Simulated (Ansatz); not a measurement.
**Hypothetical cubic perovskite SrTiSe3: response to strain**

Take SrTiSe₃ in the cubic perovskite structure (space group Pm-3m, No. 221; a hypothetical phase, not in the database extracts checked) as the base.

```
SrTiSe3
1.0
    4.95283     0.00000     0.00000
    0.00000     4.95283     0.00000
    0.00000     0.00000     4.95283
Sr Ti Se
1 1 3
Cartesian
  0.00000   0.00000   0.00000
  2.47642   2.47642   2.47642
  0.00000   2.47642   2.47642
  2.47642   2.47642   0.00000
  2.47642   0.00000   2.47642
```

Cartesian axes are those of the cell as printed.

Strains are applied to the cell and any free atomic positions relax; under biaxial strain the out-of-plane vector relaxes too.

Levels (all Ansatz, a quantum-chemistry and plane-wave program, PAW): PBEsol (420 eV, spin-orbit coupling left out); r2SCAN (500 eV, without spin-orbit coupling).

Pressures by level, all at the geometries relaxed with PBEsol:

| case | PBEsol | r2SCAN |
|---|---|---|
| base | 0.0 GPa | 2.5 GPa |
| biaxial strain −1.92 %, plane normal [001], relaxed out of plane | 1.4 GPa | 4.0 GPa |
| biaxial strain +0.79 %, plane normal [110], relaxed out of plane | -0.5 GPa | 1.9 GPa |
| biaxial strain +1.00 %, plane normal [110], relaxed out of plane | -0.6 GPa | 1.8 GPa |
| isotropic strain −0.94 % | 2.0 GPa | 4.8 GPa |

Single points use the geometry relaxed with PBEsol. Their cutoffs differ, which shifts pressures a little. Without a gap, meshes like the base's 10×10×10 leave anisotropic stresses uncertain by several tenths of a GPa, and small strain energies with them. No phonon test of stability was made. The final runs are not spin-polarised. Many cubic perovskites are stable only at high temperature; tilts and polar distortions were not tested. SrTiSe3 has a high density of states at the Fermi level and may be magnetic at this level.
